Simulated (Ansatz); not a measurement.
# Ansatz run on CaGe₂ (P-3m1, 3 atoms in the cell): self-consistent single point

Level of theory: LDA (PW92), default PAW files made with PBE (plane waves; Ansatz, a program for electronic structure).

The input file:

Ansatz 0.2 input:
```yaml
# CaGe2
crystal:
  lattice:
    - [4.037236, 0.000000, 0.000000]
    - [-2.018618, 3.496349, 0.000000]
    - [0.000000, 0.000000, 4.966579]
  atoms:
    - { symbol: Ca, position: [0.000000, 0.000000, 0.000000] }
    - { symbol: Ge, position: [0.666667, 0.333333, 0.603890] }
    - { symbol: Ge, position: [0.333333, 0.666667, 0.396110] }
basis:
  ecutwfc: 420.0
kpoints:
  mp_grid: { grid: [9, 9, 7] }
hamiltonian:
  xc: lda
  pseudopotentials: { kind: paw }
scf:
  occupations: { method: fermi_dirac, width: 0.1 }
output:
  forces: true
  eigenvalues: true
  stress: true
```

Output (repeated stretches shortened):

```
WARN the atoms were moved onto the symmetric positions of the space group found under crystal.symmetry.tolerance 1.0e-5 (fractional …
WARN ansatz: RAYON_NUM_THREADS=1 ignored (pool sized by the plan → 1); use --threads N
Pseudopotentials: kind: paw
Pseudopotential: Ca, paw, valence charge 10
Pseudopotential: Ge, paw, valence charge 14
Crystal: 3 atoms, lattice volume = 70.106 Å³
Basis set: ecut = 420 eV, 1385 PW (Γ)
Bands: 23, of which v1, the nominal top of the filled ones, is band 19 counted from 1 (18 counted from 0)
Symmetry: 12 space group operations
Space group: P-3m1 (ITA 164), of the structure as read, at distance tolerance 4.1e-5 Å
k-points: 69 of 567
PAW frozen core: Ca, regenerated for the run's functional, and the local potential with it
PAW frozen core: Ge, regenerated for the run's functional, and the local potential with it
Initial density: superposition of atomic densities (neutral atoms: chi_scale 0, normalization atom), corrected by the library's trained network
Initial wavefunctions: pseudopotential atomic-orbital guess
Eigensolver: davidson
Functional: x = slater, c = lda
SCF iter   1: F=—  HF=-10205.636716 eV  |F-HF|=—  |Δ(HF+E_count)|=         —  Δρ=6.25e-3  dr2=1.57e-2  ethr=1.77e-3  ⟨swp⟩=6.9  Hψ=7679  notcnv=0
all-band conjugate gradients solve this SCF's bands
preconditioner: auto → Kerker (q_TF=auto, 2.464 Å⁻¹)
SCF iter   2: F=—  HF=-10205.633832 eV  |F-HF|=—  |Δ(HF+E_count)|=   2.88e-3  Δρ=3.45e-3  dr2=6.12e-3  ethr=4.13e-5  ⟨swp⟩=2.2  Hψ=3312  notcnv=0
SCF iter   3: F=—  HF=-10205.632779 eV  |F-HF|=—  |Δ(HF+E_count)|=   1.05e-3  Δρ=9.79e-4  dr2=8.01e-4  ethr=1.61e-5  ⟨swp⟩=2.1  Hψ=2833  notcnv=0
SCF iter   4: F=—  HF=-10205.632506 eV  |F-HF|=—  |Δ(HF+E_count)|=   2.73e-4  Δρ=2.56e-4  dr2=1.10e-4  ethr=2.11e-6  ⟨swp⟩=2.0  Hψ=2830  notcnv=0
SCF iter   5: F=—  HF=-10205.632479 eV  |F-HF|=—  |Δ(HF+E_count)|=   2.67e-5  Δρ=9.66e-5  dr2=2.14e-5  ethr=2.90e-7  ⟨swp⟩=2.0  Hψ=2831  notcnv=0
SCF iter   6: F=—  HF=-10205.632475 eV  |F-HF|=—  |Δ(HF+E_count)|=   4.62e-6  Δρ=2.69e-5  dr2=9.54e-7  ethr=5.62e-8  ⟨swp⟩=2.0  Hψ=1843  notcnv=0
SCF iter   7: F=-10205.632474 eV  HF=-10205.632474 eV  |F-HF|=2.06e-8  |Δ(HF+E_count)|=   1.30e-7  Δρ=6.83e-6  dr2=6.15e-8  ethr=2.63e-10  ⟨swp⟩=3.3  Hψ=6622  notcnv=0
SCF 1 converged in 7 iterations: F = -10205.632474 eV  dr2 = 6.15e-8
SCF converged after 7 iterations
Free energy (F): -10205.632474 eV
Harris-Foulkes:  -10205.632474 eV  (|F-HF|=2.06e-8)
Internal energy: -10205.618483 eV  (E = F + TS)
E sigma→0 (E₀):  -10205.625479 eV
Entropy (-TS):   -0.013991 eV (-4.664 meV/atom)
Fermi energy:    8.942418 eV
--- Per-component energies (eV) ---
  E_band       = -423.484533
  E_kinetic    = 501.477240
  E_local      = -5670.655546  (includes V_loc(G=0)·N_el)
  E_nonlocal   = 908.046262
  E_hartree    = 2417.648786
  E_xc         = -286.329409
  E_vxc        = -301.113609  (∫ρ·V_xc dr)
  E_paw        = -4696.885681  (= ΣΔE_a)
  E_vpaw       = -696.529720  (= ΣTr[D̂ρ^β])
  E_aug_tail   = 0.000460  (compensation charges beyond the density's cutoff)
  E_ewald      = -3383.020414
  E_core_change = 4.099818  (= ΣΔE_core)
  E_smearing   = -0.013991  (= −TS)
  E_closure    = 0.000000  (closes the sum)
  Σ components = -10205.632474   (vs F -10205.632474, Δ=0.00e0)
--- Forces (eV/Å), atoms counted from 1 ---
  atom   1  Ca     0.00000000    -0.00000000     0.00000000
  atom   2  Ge     0.00000000     0.00000000     0.01310729
  atom   3  Ge     0.00000000    -0.00000000    -0.01310729
  max |Σ_I F_I| component: 5.26e-31 eV/Å
--- Stress (GPa, compression-positive) ---
       -3.743042      -0.000000      -0.000000
       -0.000000      -3.743042       0.000000
       -0.000000       0.000000      -3.850935
  P = ⅓ Tr σ = -3.7790 GPa (-37.790 kbar)
  The stress holds the Pulay correction. Without it, at fixed plane waves, as pw.x and ABINIT print it: P = -3.7962 GPa
--- Band table (eV; the first three rows and the last of 69) ---
  k-point 0: bands = ["-32.2742", "-15.9738", "-15.9738", "-15.9019", "-15.9019", "-15.8313", "-15.7978", "-15.7676", "-15.7676", "-15.7405", "-15.7405", "-13.6118", "-13.4763", "-13.4763", "-2.9798", "3.9045", "6.7808", "7.6831", "7.6831", [...]
  k-point 1: bands = ["-32.2741", "-15.9743", "-15.9743", "-15.9019", "-15.9019", "-15.8313", "-15.7977", "-15.7676", "-15.7676", "-15.7400", "-15.7400", "-13.6146", "-13.4762", "-13.4762", "-2.9252", "3.4998", "7.2706", "7.7572", "7.7572", [...]
  k-point 2: bands = ["-32.2740", "-15.9753", "-15.9753", "-15.9021", "-15.9021", "-15.8312", "-15.7973", "-15.7675", "-15.7675", "-15.7390", "-15.7390", "-13.6210", "-13.4761", "-13.4761", "-2.7944", "2.8182", "7.9543", "7.9543", "8.1372", [...]
  k-point 68: bands = ["-32.2662", "-15.9920", "-15.8953", "-15.8953", "-15.8497", "-15.8497", "-15.8366", "-15.8204", "-15.7594", "-15.7594", "-15.7304", "-13.5941", "-13.5418", "-13.5418", "0.1182", "0.1182", "4.6314", "6.2225", "6.2225", [...]
```

The run converged in 7 iterations.

The starting cell comes from a database of computed structures (which also holds hypothetical and non-ambient phases and stackings), without a prior relaxation at this level. Its lattice was rescaled by up to half a per cent. With a pressure of about -4 GPa the cell is away from its equilibrium volume at this level. Ansatz's pressure includes its estimate of the finite-basis (Pulay) stress.
